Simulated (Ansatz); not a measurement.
# CdTe (model structure, P6₂22, No. 180, 6 atoms in the cell)

These are PBEsol in Ansatz (plane waves, PAW) values and carry that method's errors.

Run with plane-wave cutoff 520 eV, 12×12×4 k mesh (along the axes of the cell as run), Fermi–Dirac smearing 0.01 eV, scalar-relativistic PAW data made under PBE.

Cell (relaxed at this level):

Space group P6₂22 (No. 180); a = 4.5226 Å, b = 4.5226 Å, c = 10.2653 Å, α = 90.00°, β = 90.00°, γ = 120.00°

```json
[
 {"atom": "Cd", "site": "3d", "symmetry": "222", "x": "0.5000", "y": "0.0000", "z": "0.5000"},
 {"atom": "Te", "site": "3c", "symmetry": "222", "x": "0.5000", "y": "0.0000", "z": "0.0000"}
]
```

- band gap: 0.10 eV
- smallest direct gap on the k points sampled: 0.17 eV

Note: the relaxation could raise the start's symmetry but not lower it, so the cell can be a saddle point.

Spin–orbit coupling is not included; it can close the smallest gap of 0.10 eV.

The computed numbers hold no vibrational or temperature effects.

It cost about 120 core-seconds (a rough figure) of CPU time.

A model structure was made by putting elements into a prototype or built by hand; it is no filed structure, need not be a known phase, and can be a saddle point held by its symmetry.

Ansatz is an electronic-structure program.
